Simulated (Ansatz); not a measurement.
Levels about the gap of amorphous Si18Na6K6O42 (72 atoms in a cell of 1230 Å³, 2.09 g/cm³; zone centre alone, so wide bands show as single levels with stretches between that a denser mesh fills), at the geometry that PBE relaxed, where it gives 0.0 GPa on a denser mesh. The participation number counts the atoms over which a state spreads; weights are charges in smoothed Voronoi cells. The levels come from a single point, so bond lengths are those of that geometry. Method of the levels: r2SCAN, scalar-relativistic without spin-orbit coupling (Ansatz, a first-principles code). Sampling: the zone centre alone; Fermi-Dirac width 0.02 eV; no spin polarisation. At PBE the levels at the filled edge of the gap are localised (band-tail or defect states), and the nearest spread-out levels lie 5.1 eV apart at the zone centre.

A CHGNet melt-quench gave the starting glass, which DFT then relaxed. O atoms were pushed apart under 1.9 Å during the dynamics, to hinder bonds among them. The hot cell started wider than the set density and was brought back towards it in steps. It is the lowest in DFT energy of 2 quenches. It is a model cell: composition and starting density were chosen by hand, and all elements were melted together. No dispersion term was used. Its density started from a set value of 2.34 and ended at 2.09 g/cm³. The quench (nominally 260 K/ps over its main leg) was far faster than any real one, so the model tends to hold more defects than a real film. One small periodic cell is one sample of the glass; other quenches scatter about these values. Volume and shape were free in the relaxation.

| E - E(highest filled), eV | filling | participation number | largest on | weight O | weight K | weight Na | weight Si |
|---|---|---|---|---|---|---|---|
| -0.50 | filled | 7.8 | O, 3 neighbours | 0.92 | 0.01 | 0.02 | 0.05 |
| -0.40 | filled | 7.5 | O, 3 neighbours | 0.93 | 0.01 | 0.02 | 0.04 |
| -0.36 | filled | 3.0 | O, 3 neighbours | 0.94 | 0.01 | 0.01 | 0.05 |
| -0.35 | filled | 6.6 | O, 4 neighbours | 0.94 | 0.01 | 0.02 | 0.04 |
| -0.28 | filled | 3.9 | O, 3 neighbours | 0.94 | 0.01 | 0.01 | 0.04 |
| -0.27 | filled | 2.8 | O, 5 neighbours | 0.93 | 0.02 | 0.01 | 0.03 |
| 0.00 | filled | 2.6 | O, 5 neighbours | 0.94 | 0.01 | 0.03 | 0.03 |
| 4.10 | empty | 48.3 | Na, 5 neighbours | 0.55 | 0.17 | 0.17 | 0.11 |
| 5.48 | empty | 23.3 | Na, 5 neighbours | 0.47 | 0.26 | 0.22 | 0.05 |
| 5.70 | empty | 31.6 | K, 6 neighbours | 0.52 | 0.21 | 0.19 | 0.07 |
| 5.82 | empty | 26.7 | Na, 5 neighbours | 0.54 | 0.16 | 0.23 | 0.07 |
| 5.95 | empty | 38.4 | Na, 3 neighbours | 0.62 | 0.09 | 0.15 | 0.14 |
| 6.05 | empty | 32.1 | K, 7 neighbours | 0.55 | 0.20 | 0.16 | 0.08 |
| 6.23 | empty | 48.9 | K, 7 neighbours | 0.63 | 0.14 | 0.10 | 0.13 |

Most localised among these is the filled level at +0.00 eV, on a O atom, which has 5 neighbours (Si 1.60 Å, Na 2.29 Å, K 2.76 Å, K 2.93 Å, K 3.36 Å).
